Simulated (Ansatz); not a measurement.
Defect migration in amorphous Al32O48 (a melt-quenched model of 80 atoms): interstitial H, charge state -1. Computed with PBE, PAW (plane waves to 420 eV; Ansatz, a first-principles code).

80-site cell at the glass model's own volume, the Γ point alone, smearing 0.01 eV, spin-restricted, no finite-size correction. Energies are static. This is one neighbourhood of one small, fast-quenched model, and the added charge may sit on a native defect of the glass. The charge state is imposed; whether it is stable for some Fermi level was not computed. Sites that were not tried may lie lower. The start lies 0.22 eV above the lowest site run (PBE). At one site or more, about 1.5 electron(s) of the cell lie at energies of the host's conduction band, so they may not be on the defect.

Barriers: single points on a 2×2×2 k-point mesh shifted by half a step at the bands' geometries.

The step: several atoms move together, H the farthest. Atoms about the jump, Cartesian Å from the middle of the jump, before and after:

| atom | x0 | y0 | z0 | x1 | y1 | z1 |
|---|---|---|---|---|---|---|
| H1 | -1.19 | 0.38 | 0.23 | 1.19 | -0.38 | -0.23 |
| O2 | 0.56 | -0.96 | -1.14 | 0.76 | -0.91 | -0.95 |
| O3 | -1.63 | -0.23 | -0.48 | -1.65 | -0.66 | -0.84 |
| Al4 | -0.46 | -1.92 | 0.02 | -0.55 | -1.98 | 0.02 |
| Al5 | -0.60 | 0.35 | -2.02 | -0.76 | 0.40 | -2.01 |
| Al6 | 1.84 | -1.90 | -1.89 | 1.98 | -1.92 | -1.88 |
| O7 | -0.05 | 1.99 | -1.05 | -0.09 | 1.96 | -1.02 |
| O8 | -0.47 | -0.85 | -3.59 | -0.46 | -0.87 | -3.51 |
| O9 | -1.86 | -1.88 | 1.28 | -1.85 | -1.85 | 1.31 |
| Al10 | -3.22 | -0.89 | 0.49 | -3.05 | -0.85 | 0.34 |
| O11 | -0.37 | 1.14 | 1.49 | -0.14 | 1.19 | 1.68 |
| O12 | 0.60 | 1.27 | -3.31 | 0.58 | 1.26 | -3.29 |
| O13 | -1.35 | -3.24 | -0.87 | -1.28 | -3.41 | -0.82 |
| O14 | 0.69 | -2.61 | 1.33 | 0.66 | -2.62 | 1.33 |
| O15 | 2.49 | -0.90 | -3.22 | 2.50 | -0.89 | -3.20 |
| O16 | 3.04 | 0.93 | -1.43 | 3.00 | 0.92 | -1.40 |
| Al17 | 0.48 | 2.41 | 0.61 | 0.51 | 2.43 | 0.64 |
| Al18 | 2.29 | 0.86 | -3.02 | 2.28 | 0.87 | -3.01 |
| O19 | 3.13 | -1.89 | -0.62 | 3.22 | -1.87 | -0.59 |

Q: Give the saddle-point geometry and the barrier.

A: 
```
atom      x      y      z
----  -----  -----  -----
H1     0.06  -0.54  -0.83
O2     0.78  -1.23  -0.72
O3    -1.51  -0.37  -0.97
Al4   -0.39  -2.28   0.16
Al5   -0.88   0.70  -2.22
Al6    1.96  -1.95  -1.86
O7    -0.16   2.12  -1.07
O8    -0.52  -0.70  -3.58
O9    -1.73  -1.70   1.24
Al10  -2.75  -0.56   0.28
O11   -0.22   1.25   1.64
O12    0.56   1.38  -3.30
O13   -1.34  -3.44  -0.79
O14    0.71  -2.76   1.48
O15    2.40  -0.88  -3.19
O16    3.05   0.86  -1.38
Al17   0.46   2.47   0.61
Al18   2.23   0.89  -2.96
O19    3.27  -1.95  -0.64
```
It lies 1.20 eV above the start and 0.91 eV above the end. The saddle point's order was not checked.
